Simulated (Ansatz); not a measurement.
A computed series for SiC: pressure series

Start from SiC in the zinc blende structure (space group F-43m, No. 216; a = 4.380 Å).

Cell and atoms are relaxed at each pressure.

Calculations: PBE in Ansatz (plane waves to 420 eV, PAW, without spin-orbit coupling).

```tsv
case	smallest direct gap	lattice parameter a	electron mass
base	4.53 eV	4.380 Å	0.68 mₑ along k, 0.23 mₑ across (at X)
pressure −2 GPa	4.52 eV	4.394 Å	0.68 mₑ along k, 0.23 mₑ across (at X)
pressure −1 GPa	4.53 eV	4.387 Å	0.68 mₑ along k, 0.23 mₑ across (at X)
pressure 0.9 GPa	4.53 eV	4.374 Å	0.68 mₑ along k, 0.23 mₑ across (at X)
pressure 2.1 GPa	4.54 eV	4.366 Å	0.67 mₑ along k, 0.23 mₑ across (at X)
pressure 4.5 GPa	4.55 eV	4.350 Å	0.67 mₑ along k, 0.23 mₑ across (at X)
pressure 9 GPa	4.57 eV	4.323 Å	0.66 mₑ along k, 0.23 mₑ across (at X)
pressure 15 GPa	4.59 eV	4.290 Å	0.66 mₑ along k, 0.22 mₑ across (at X)
pressure 22.5 GPa	4.62 eV	4.252 Å	0.65 mₑ along k, 0.22 mₑ across (at X)
pressure 30 GPa	[?]	[?]	0.65 mₑ along k, 0.22 mₑ across (at X)
```

Question: What belongs in the blanks?

Answer: 
- pressure 30 GPa, smallest direct gap: 4.64 eV
- pressure 30 GPa, lattice parameter a: 4.217 Å

Load acts through the strain it causes; cell and atoms are relaxed under it. Masses are band curvatures over ±0.01 Å⁻¹ around the edge. Along k means along the line from Γ to the band edge. No phonon test of stability was made. No other phases were tried under pressure.

Ansatz is a program for electronic structure.
